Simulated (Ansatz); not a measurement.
**Al on the 1x1 (0001) surface of hcp Co, ferromagnetic, one in a 2x2 cell, started at the site 'hollow Co-Co-Co'**

Level of theory: PBE (plane waves to 420 eV, PAW; Ansatz, a quantum-chemistry and plane-wave program).

Slab: 17 atoms, 6.0 Å thick at the start under the adsorbate (thin: gaps and levels are the slab's own); k 7x7x1, smearing 0.1 eV, dipole-corrected; 8 atoms held, the rest relaxed; start symmetry kept, larger cells not searched; spin-polarised, no spin-orbit, no U, no dispersion correction. At the end it is bonded to 3 Co. In PBE it is, or lies within 0.03 eV of, the lowest of the starts that converged.

```json
{
  "adsorption energy against an atom of fcc Al": "-0.046 eV",
  "work_function_of_the_top_face": "4.06 eV",
  "change_of_the_work_function": "-0.92 eV",
  "change_of_the_step_from_the_bottom_to_the_top_vacuum_level_against_the_clean_slab": "-0.91 eV",
  "energy_released_by_relaxation": "0.087 eV",
  "height of the binding atom over the mean of the host atoms within 0.3 Å of the top one": "1.893 Å",
  "magnetic_moment_of_the_cell": "26.07 μB",
  "nearest_host_atoms_of_the_binding_atom": "Co at 2.41 Å, Co at 2.41 Å, Co at 2.41 Å",
  "largest_move_of_a_host_atom": "0.04 Å",
  "cost": "very roughly 12 core-minutes"
}
```

A negative adsorption energy means that the adsorbate is more stable on the surface than in its reference.
